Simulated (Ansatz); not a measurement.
The starting structures come from a database of crystals and need not be the phases stable at ambient conditions.

 Where the default PAW files enter, the runs use the earlier of Ansatz's two default sets.

Here is the system:

```
CELL_PARAMETERS angstrom
      6.12636     0.00000     0.00000
      0.00000     6.12636     0.00000
      3.06318    -3.06318     4.33199
ATOMIC_POSITIONS crystal
  Na 0.00000 0.00000 0.00000
  In 0.50000 0.50000 0.00000
  H  0.81859 0.81859 0.36283
  H  0.18141 0.18141 0.63717
  H  0.18141 0.18141 0.36283
  H  0.81859 0.81859 0.63717
  H  0.81859 0.54424 0.36283
  H  0.18141 0.45576 0.63717
  H  0.45576 0.18141 0.36283
  H  0.54424 0.81859 0.63717
  N  0.75000 0.75000 0.50000
  N  0.25000 0.25000 0.50000
  F  0.74305 0.25695 0.51390
  F  0.25695 0.74305 0.48610
  F  0.25695 0.25695 0.00000
  F  0.74305 0.74305 0.00000
  F  0.74305 0.25695 0.00000
  F  0.25695 0.74305 0.00000
```

Space group of this cell: Fm-3m. The cell was relaxed by PBE-D3(BJ); by r2SCAN its mean pressure is -2.8 GPa.

Transport runs along the normal of the first two printed cell vectors, the (001) plane of the conventional cell.

The gap is the functional's own, uncorrected, and κ follows it; spin-orbit coupling is left out. Mid-gap values are interpolated between the computed energies.

Question: Compute, with r2SCAN (Ansatz, an electronic-structure program), the band gap and the smallest decay constant κ at mid-gap.

Answer: Gap 5.94 eV on a 8×8×8 mesh; κ = 0.509 1/Å, at the zone centre.
